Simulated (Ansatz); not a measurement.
Rh: energy against strain

Rh (fcc, Fm-3m, 13.238 Å³/atom at rest, cube axes along x, y and z) under a strain ε along a cube axis (axis z), the other axes held. LDA in Ansatz, a plane-wave DFT program (PAW, default set), 420 eV, 30×30×30 Γ-centred mesh, Fermi-Dirac smearing 0.10 eV; ions are relaxed within the symmetry of each cell.

Here s stands for strain and y for E less E0.

```
strain (%)  E less E0 (meV/atom)
----------  --------------------
-3.00                          ?
-1.50                       4.24
-1.00                       1.73
-0.50                       0.33
0.00                        0.00
0.50                        0.70
1.00                        2.41
1.50                        5.09
```

Question: Fit y against s with a parabola, and predict the withheld value at s = -3.00.

Answer: Least squares gives y = -0.003 + 0.3057·s + 2.0743·s². Residuals (row less fit): 0.034, -0.036, -0.033, 0.003, 0.032, 0.033, -0.033; standard error 0.041 (degrees of freedom: 4). Twice the quadratic coefficient over the volume, 2 × 2.0743 meV × 10⁴ × 0.1602 / 13.238 Å³, is the elastic constant C11 = 502 ± 4 GPa. At the withheld row, y = -0.003 + 0.3057 × (-3.0) + 2.0743 × (-3.0)² = 17.749 meV/atom. The calculation gives 18.72 meV/atom, 0.971 meV/atom above the prediction (5.2 % of the range of y in the table). The row lies outside the fitted rows, so this is an extrapolation. From the scatter of the fitted rows alone, a prediction at this place has a standard error of 0.156 meV/atom, so the miss is 6.2 times that.

One order more, fitted to all 13 runs of the series, follows each within 0.01, so the miss is the next term of a smooth law. In a metal these values are sensitive to mesh and smearing; energies are taken to zero smearing, stresses follow the free energy. Rows are the converged runs of the series near zero and its far end; series whose fitted rows scatter by over a few per cent of the range, as at a crossing or softening among them, aren't shown in this form. Most that stay on the fit to the last digits aren't either.
